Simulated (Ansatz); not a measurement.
LaH3 (within 0.1 Å of Fm-3m, No. 225, 4 atoms in the cell; start mp-973064), treated with PBE0 (Ansatz, an electronic-structure program, plane waves, PAW).

The input as run:

Ansatz 0.2 input:
```yaml
crystal:
  lattice:
    - [-1.9404780097, 1.9404780097, 2.762905138]
    - [1.9404780097, -1.9404780097, 2.762905138]
    - [1.9404780097, 1.9404780097, -2.762905138]
  atoms:
    - { symbol: La, position: [0.0, 0.0, 0.0] }
    - { symbol: H, position: [0.75, 0.25, 0.5] }
    - { symbol: H, position: [0.25, 0.75, 0.5] }
    - { symbol: H, position: [0.5, 0.5, 0.0] }
basis:
  ecutwfc: 460
  ecutrho_ratio: 4
  xc_grid: 2
kpoints:
  mp_grid: { grid: [10, 10, 10] }
hamiltonian:
  xc: pbe0
  dispersion: none
  pseudopotentials: { kind: paw }
scf:
  occupations: { method: fermi_dirac, width: 0.01 }
  convergence: { dr2_threshold: 0.0000000004 }
output:
  forces: true
  stress: true
  eigenvalues: true
```

From the output:

```
WARN output.stress: scf.exx.energy_threshold = 1e-6 eV is looser than the 4e-8 eV advised for a stress under a hybrid functional (1e-8 eV for each atom of the …
Crystal: 4 atoms, lattice volume = 41.614 Å³
Basis set: ecut = 460 eV, 941 PW (Γ), exchange–correlation on 60×60×60 points (8 copies of the dense FFT grid, shifted against one another)
Bands: 11, of which v1, the nominal top of the filled ones, is band 7 counted from 1 (6 counted from 0)
Symmetry: 16 space group operations
Space group: I4/mmm (ITA 139), of the structure as read, at distance tolerance 3.5e-5 Å
k-points: 102 of 1000
Functional: x = pbe(κ = 0.804, μ = 0.2195149727645171), c = pbe(β = 0.06672455060314922), warm-up for x = 0.75 pbe(κ = 0.804, μ = 0.2195149727645171) + 0.25 exact, c = pbe(β = 0.06672455060314922)
SCF iter   1: F=—  HF=-6299.980971 eV  |F-HF|=—  |Δ(HF+E_count)|=         —  Δρ=3.11e-3  dr2=2.92e-3
SCF iter   2: F=—  HF=-6299.981507 eV  |F-HF|=—  |Δ(HF+E_count)|=   5.35e-4  Δρ=1.17e-3  dr2=2.25e-4
  ...
SCF 1 converged in 7 iterations: F = -6299.981759 eV  dr2 = 3.54e-10
Crystal: 4 atoms, lattice volume = 41.614 Å³
Initial density: handed on by an earlier stage of this run
Functional: x = 0.75 pbe(κ = 0.804, μ = 0.2195149727645171) + 0.25 exact, c = pbe(β = 0.06672455060314922)
SCF 2 converged in 7 iterations: F = -6303.739755 eV  dr2 = 2.06e-11
Crystal: 4 atoms, lattice volume = 41.614 Å³
Crystal: 4 atoms, lattice volume = 41.614 Å³
SCF iter   9: F=—  HF=-6303.758157 eV  |F-HF|=—  |Δ(HF+E_count)|=   1.61e-8  Δρ=1.31e-6  dr2=7.95e-10
SCF iter  10: F=-6303.758157 eV  HF=-6303.758157 eV  |F-HF|=2.36e-11  |Δ(HF+E_count)|=  8.25e-10  Δρ=2.74e-7  dr2=4.16e-11
SCF 4 converged in 10 iterations: F = -6303.758157 eV  dr2 = 4.16e-11
Free energy (F): -6303.758157 eV
Internal energy: -6303.758157 eV  (E = F + TS)
E sigma→0 (E₀):  -6303.758157 eV
Fermi energy:    11.529980 eV
--- Forces (eV/Å), atoms counted from 1 ---
  atom   1  La    -0.00000000     0.00000000     0.00000000
  atom   2  H      0.00000000    -0.00000000     0.00000000
  atom   3  H      0.00000000    -0.00000000     0.00000000
  atom   4  H     -0.00000000     0.00000000     0.00000000
--- Stress (GPa, compression-positive) ---
        2.649927       0.000000       0.000000
        0.000000       2.649927      -0.000000
        0.000000       0.000000       2.613156
  P = ⅓ Tr σ = 2.6377 GPa (26.377 kbar)
```

The PAW data were made under PBE.

Note: cell and atoms aren't relaxed at this level (pressure 2.6 GPa).

A start named mp-… is a Materials Project structure, which need not be a measured phase.
